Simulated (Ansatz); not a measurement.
BP under a change: biaxial strain −2.08 %, plane normal [111], relaxed out of plane

Start from BP in the zinc blende structure (space group F-43m, No. 216; a = 4.537 Å). Axes: x, y, z lie along the cube axes.

Perturbation: biaxial strain −2.08 %, plane normal [111], relaxed out of plane (Cartesian); in-plane vectors clamped, the third vector and the atoms free.

All numbers come from DFT with r2SCAN, PAW potentials and a 500 eV plane-wave cutoff in Ansatz (an electronic-structure program), no SOC. Settings: 12×12×12 k-points, 0.05 eV Fermi–Dirac smearing.

The volume per atom decreases by 0.44 Å³ (11.67 Å³ → 11.23 Å³) and the space group goes from F-43m (No. 216) to R3m (No. 160). The shortest interatomic distance drops by 3.16 pm to 193.3 pm and the energy goes up by 15 meV/atom. The pressure (mean of the normal stresses, compression positive) goes from zero to 7.02 GPa and the band gap decreases by 0.17 eV, from 1.41 eV to 1.24 eV. The gap character amounts to indirect, Γ → F–Γ (16 % along) and the smallest direct gap shrinks by 0.35 eV (3.60 eV → 3.25 eV). The valence-band top at Γ (three highest levels, from the VBM) becomes 0.00, 0.00, -0.25 eV (base: 0.00, 0.00, 0.00 eV) and the out-of-plane strain amounts to +0.38 %. The ratio −ε⊥/ε∥ is 0.18 and the mean in-plane stress (compression positive) amounts to +10.5 GPa.

Final structure (turned so that z lies along the plane normal):

```xyz
2
Lattice="3.1411 0.0000 0.0000 1.5706 2.7203 0.0000 1.5706 -0.9068 2.6292" Properties=species:S:1:pos:R:3 pbc="T T T"
B      0.0000     0.0000     0.0055
P      3.1411     0.0000     1.9664
```

Cost of the whole job for the changed cell (relaxation, final SCF and bands): roughly 16 core-seconds.

Gaps are read on the SCF mesh and a high-symmetry path. Stability against distortions was not tested. Labels are those of the standard path for the cell's own space group.
